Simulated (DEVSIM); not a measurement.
Structure: abrupt In0.53Ga0.47As n-p junction, at 300 K.

Layer 1 from the left is In0.53Ga0.47As, thickness (μm) 14.0, Nd (cm⁻³) 5.4e16, τn (s) 1e-8, τp (s) 1e-8. Layer 2 from the left is In0.53Ga0.47As, thickness (μm) 200, Na (cm⁻³) 7.9e14, τn (s) 1e-8, τp (s) 1e-8.

Left contact: ohmic. Right contact: ohmic. Voltage is applied to the left contact. Recombination: SRH at mid-gap. Mobility is constant in doping.

The device is made up for the run: typed textbook-type constants, with dimensions and the other settings drawn at random. Values at 300 K.

In0.53Ga0.47As: gap (eV) 0.74, affinity (eV) 4.51, permittivity 13.9, Nc (cm⁻³) 2.1e17, Nv (cm⁻³) 7.7e18, μn (cm²/Vs) 12000, μp (cm²/Vs) 300.

Problem. Estimate by hand the built-in potential, the peak field at zero bias, the capacitance at 3 V, and compare with a numerical solution.

Solution. 
- Built-in potential: ni = √(Nc Nv) exp(−Eg/2kT) = 7.74e11 cm⁻³ with Eg = 0.740 eV; Vbi = kT/q ln(Na Nd/ni²) = 0.467 V; numerical 0.467 V.
- Peak field at zero bias: depletion approximation: W = √(2εVbi/(qN)) = 0.960 μm with N = 7.79e14 cm⁻³; field = 2Vbi/W = 9730 V/cm; numerical 13800 V/cm (estimate below by 29 %).
- Capacitance at 3 V: C = √(qεN / 2(Vbi + |V|)) = 4.71 nF/cm²; numerical 4.74 nF/cm² (estimate below by 0.80 %).

DEVSIM, 1D drift-diffusion, Boltzmann statistics, complete ionisation; no tunnelling, impact ionisation, image-force lowering or self-heating.
